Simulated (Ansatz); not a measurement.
An Ansatz (a quantum-chemistry and plane-wave program) run: Y with a change (pressure −1 GPa); DFT with PBE, PAW potentials and a 420 eV plane-wave cutoff in Ansatz, no spin-orbit coupling.

Input:

Ansatz 0.2 input:
```yaml
crystal:
  lattice:
    - [3.6556380767, 0, 0]
    - [-1.8278190384, 3.1658754415, 0]
    - [0, 0, 5.6787041633]
  atoms:
    - { symbol: Y, position: [0.3333333333, 0.6666666667, 0.75] }
    - { symbol: Y, position: [0.6666666667, 0.3333333333, 0.25] }
basis: { ecutwfc: 420, ecutrho_ratio: 4, xc_grid: 2, fft_grid_basis: typed }
kpoints: { mp_grid: { grid: [15, 15, 8] } }
hamiltonian:
  xc: pbe
  dispersion: none
  pseudopotentials: { kind: paw }
scf: { occupations: { method: fermi_dirac, width: 0.05 } }
relax: { f_tol: 0.01, max_steps: 60, cell: { stress_tol: 0.02, p_target: -1.0 } }
output: { forces: true, stress: true }
checkpoint: { write: state.ck, write_every: 1000 }
```

Output (explanatory and most iteration lines left out):

```
Relaxation: its limit of steps is 60 (relax.max_steps)
Pseudopotential: Y, paw, valence charge 11
Crystal: 2 atoms, lattice volume = 65.721 Å³
Basis set: ecut = 420 eV, 1255 PW (Γ), exchange–correlation on 50×50×80 points (8 copies of the dense FFT grid, shifted against one another)
Bands: 15, of which v1, the nominal top of the filled ones, is band 11 counted from 1 (10 counted from 0)
Symmetry: 24 space group operations
Space group: P63/mmc (ITA 194), of the structure as read, at distance tolerance 4.0e-5 Å
k-points: 135 of 1800
Functional: x = pbe(κ = 0.804, μ = 0.2195149727645171), c = pbe(β = 0.06672455060314922)
SCF iter   1: F=—  HF=-7697.352243 eV  |F-HF|=—  |Δ(HF+E_count)|=         —  Δρ=1.63e-3  dr2=1.38e-3  ethr=1.77e-3  ⟨swp⟩=4.4  Hψ=8923  notcnv=0
SCF iter   2: F=—  HF=-7697.352608 eV  |F-HF|=—  |Δ(HF+E_count)|=   3.65e-4  Δρ=1.06e-3  dr2=5.71e-4  ethr=6.29e-6  ⟨swp⟩=2.2  Hψ=4531  notcnv=0
SCF 1 converged in 6 iterations: F = -7697.352950 eV  dr2 = 8.19e-9
relax step   1: F+E_penalty+E_count = -7697.35294959 eV  Δ(F+E_penalty+E_count) = +0.000e0 eV  max|allowed force component| = 2.082e-17 eV/Å  Δτ_max = 0.0000 Å  P = +0.004 GPa  Ω = 65.721 Å³  (6 SCF iters, dr2 threshold 1.00e-7 eV, accepted)
[... steps on the carried basis left out ...]
relax step   3: F+E_penalty+E_count = -7697.34761326 eV  Δ(F+E_penalty+E_count) = -3.759e-5 eV  max|allowed force component| = 9.368e-17 eV/Å  Δτ_max = 0.0000 Å  P = -0.995 GPa  Ω = 67.416 Å³  stress off target by 7.13e-3 GPa  SCF on the basis re-selected at this cell (its energy is not comparable with the rows above)  (5 SCF iters)
SCF converged after 5 iterations
Free energy (F): -7697.347613 eV
Internal energy: -7697.315388 eV  (E = F + TS)
E sigma→0 (E₀):  -7697.331501 eV
Entropy (-TS):   -0.032225 eV (-16.112 meV/atom)
Fermi energy:    9.039726 eV
--- Forces (eV/Å), atoms counted from 1 ---
  atom   1  Y      0.00000000     0.00000000    -0.00000000
  atom   2  Y      0.00000000    -0.00000000     0.00000000
--- Stress (GPa, compression-positive) ---
       -0.996514       0.000000      -0.000000
        0.000000      -0.996514       0.000000
       -0.000000       0.000000      -0.992875
  P = ⅓ Tr σ = -0.9953 GPa (-9.953 kbar)
--- Relaxed structure (2 steps of the walk, 2 accepted, 1 SCFs on fresh bases) ---
  cell:  # Å, volume = 67.4155 Å³
    - [3.686670713225547, 2.911255132204605e-11, 1.1547636311430088e-18]
    - [-1.8433353566379858, 3.1927504930268626, -5.773818155794017e-19]
    - [1.793821188579324e-18, -3.6134860275536964e-34, 5.727441589600693]
  atoms:
    - { symbol: Y, position: [0.33333333333333337, 0.6666666666666667, 0.75] }
    - { symbol: Y, position: [0.6666666666666667, 0.3333333333333334, 0.25] }
```

Load acts through the strain it causes; cell and atoms are relaxed under it. No phonon test of stability was made. All final runs are without spin polarisation. The cell was made from Y in the hcp (Mg type) structure (space group P6_3/mmc, No. 194) by this change: pressure −1 GPa.
